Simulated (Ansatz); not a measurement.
Levels about the gap of amorphous Si₂₄O₂₄S₂₄ (72 atoms in a cell of 1445 Å³, 2.10 g/cm³; zone centre alone, so wide bands show as single levels with stretches between that a denser mesh fills), at the geometry that PBE relaxed, where it gives 1.7 GPa on a denser mesh. Exact exchange is cut at the faces of this small cell, which leaves a finite-size error. The participation number counts the atoms over which a state spreads; weights are charges in smoothed Voronoi cells. The levels come from a single point, so bond lengths are those of that geometry. Method of the levels: HSE06, scalar-relativistic without spin-orbit coupling (Ansatz, a first-principles code). Sampling: the zone centre alone; Fermi-Dirac width 0.01 eV; collinear spin, started from moments on atoms (the moments died out). At PBE the levels at the filled edge of the gap are localised (band-tail or defect states), and the nearest spread-out levels lie 2.3 eV apart at the zone centre.

A CHGNet melt-quench gave the starting glass, which DFT then relaxed. O atoms were pushed apart under 1.9 Å during the dynamics, to hinder bonds among them. The hot cell started wider than the set density and was brought back towards it in steps. It is the lowest in DFT energy of 2 quenches. It is a model cell: composition and starting density were chosen by hand, and all elements were melted together. No dispersion term was used. Its density started from a set value of 2.10 and ended at 2.10 g/cm³. The quench (nominally 400 K/ps over its main leg) was far faster than any real one, so the model tends to hold more defects than a real film. One small periodic cell is one sample of the glass; other quenches scatter about these values. The volume was held where the preparation left it, at a PBE pressure of 1.7 GPa. Stress components on the final sampling reach 2.5 GPa.

```
E - E(highest filled), eV  filling  spin  participation number        largest on  weight S  weight Si  weight O
-------------------------  -------  ----  --------------------  ----------------  --------  ---------  --------
-1.12                       filled    up                   9.0   S, 2 neighbours      0.84       0.12      0.04
-1.00                       filled    dn                  11.1   S, 2 neighbours      0.80       0.15      0.05
-1.00                       filled    up                  11.1   S, 2 neighbours      0.80       0.15      0.05
-0.65                       filled    dn                   4.7   S, 2 neighbours      0.86       0.11      0.03
-0.65                       filled    up                   4.7   S, 2 neighbours      0.86       0.11      0.03
0.00                        filled    up                   4.6  Si, 3 neighbours      0.38       0.59      0.03
0.00                        filled    dn                   4.6  Si, 3 neighbours      0.38       0.59      0.03
2.32                         empty    up                   9.6  Si, 3 neighbours      0.47       0.48      0.05
2.32                         empty    dn                   9.6  Si, 3 neighbours      0.47       0.48      0.05
2.71                         empty    up                  14.8  Si, 3 neighbours      0.41       0.50      0.10
2.71                         empty    dn                  14.8  Si, 3 neighbours      0.41       0.50      0.10
2.99                         empty    up                   6.4   S, 2 neighbours      0.77       0.17      0.06
2.99                         empty    dn                   6.4   S, 2 neighbours      0.77       0.17      0.06
3.27                         empty    up                  14.7  Si, 3 neighbours      0.48       0.44      0.08
```

Most localised among these is the filled level at -0.00 eV, on a Si atom, which has 3 neighbours (S 2.26 Å, Si 2.35 Å, S 2.35 Å).
